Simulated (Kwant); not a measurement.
Device: wire with a row of barriers in a InSb two-dimensional gas. Effective mass 0.014 mₑ, grid spacing 6.7 nm, hard walls, nominal width 200 nm (29 grid rows, so walls 201 nm apart), one parabolic valley, scattering region 670 nm long along x; energies count from the band bottom; Fermi energy swept from 0.00053719 to 0.0063791 eV. 2 barrier(s) across the wire, height 0.0057 eV, thickness 13.4 nm (about 2 grid columns), spaced by 107.2 nm.

Constants are typed, rounded textbook-type inputs, not results; the design itself was drawn at random and stands for no fabricated device.

Kwant, effective-mass tight-binding model on a square grid, one spin, coherent transport at 0 K. Conductance is in e²/h.

Sweep values stay those of the base run.

The effective mass was swept, all else fixed.

```csv
effective mass (mₑ),G (e²/h) at E = 1.970 meV,G (e²/h) at E = 6.379 meV,G (e²/h) at E = 4.909 meV,mean G (e²/h) over the sweep
0.0084,0.69,1.70,0.96,0.84
0.011,1.00,1.59,1.54,0.93
0.014,0.65,1.84,1.40,0.99
0.018,0.32,1.88,1.54,1.13
```

From the first row to the last the G at E = 1.970 meV goes from 0.69 to 0.32. From the first row to the last the G at E = 6.379 meV goes from 1.70 to 1.88.
